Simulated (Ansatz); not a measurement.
**Cu: stress against strain**

Cu (fcc, Fm-3m, 11.315 Å³/atom and stress up to 0.01 GPa in the relaxed cell) under an equal strain ε in the (111) plane with the normal axis free, as in a coherent film. PBEsol in Ansatz, a plane-wave DFT program (PAW, default set), 420 eV, 32×32×32 Γ-centred mesh, Fermi-Dirac smearing 0.10 eV. Stress is positive for a compressed cell.

Here s stands for strain and y for stress xx.

| strain (%) | stress xx (GPa) |
|---|---|
| -1.25 | 4.42 |
| -0.83 | 2.85 |
| -0.42 | 1.40 |
| 0.00 | -0.01 |
| 0.42 | -1.33 |
| 0.83 | -2.55 |
| 1.25 | -3.72 |
| 2.50 | ? |

Fit y of the 7 rows that show it with a straight line. Means: s 0, y 0.151. About the means, the sum of products is -15.804 and the sum of squares of s is 4.8556; the slope is their ratio. Least squares gives y = 0.151 - 3.2547·s. Residuals (row less fit): 0.201, -0.002, -0.118, -0.161, -0.114, 0.000, 0.197; standard error 0.163 (degrees of freedom: 5). The slope gives the biaxial elastic modulus of this plane = about 330 GPa.

Q: What does the fit predict for y at s = 2.50, and how far is the calculated value from it?

A: y = 0.151 - 3.2547 × 2.50 = -7.986 GPa. The calculation gives -6.79 GPa, 1.196 GPa above the prediction (10.7 % of the range of y in the table). The row lies outside the fitted rows, so this is an extrapolation. From the scatter of the fitted rows alone, a prediction at this place has a standard error of 0.253 GPa, so the miss is 4.7 times that.

A polynomial of degree 2 through the 12 other runs of the series gives -6.74 there, so most of the miss is curvature that the fit leaves out. In a metal these values are sensitive to mesh and smearing; energies are taken to zero smearing, stresses follow the free energy. Rows are the converged runs of the series near zero and its far end; series whose fitted rows scatter by over a few per cent of the range, as at a crossing or softening among them, aren't shown in this form, nor equations of state whose B0' disagrees with the runs' pressures. Most that stay on the fit to the last digits aren't either.
